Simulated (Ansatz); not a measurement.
Base system: ZnSe in the zinc blende structure (space group F-43m, No. 216; a = 5.6656 Å).

Level of theory: r2SCAN/PAW in Ansatz (a first-principles code), no spin-orbit coupling.

For the base:

| Quantity | Result |
|---|---|
| Pressure | -0.01 GPa |

The change: an isotropic linear strain of +2.00 %, atoms relaxed at fixed cell.

How does this affect the mean gap deformation potential ΔEg/Δln V?

The mean gap deformation potential ΔEg/Δln V is -4.2 eV.

What happens to the energy relative to the base?

The energy rises by 16 meV/atom.

How does this affect the pressure?

The pressure drops by 3.40 GPa, from -0.01 GPa to -3.41 GPa.

Whether these cells are dynamically stable was not tested.
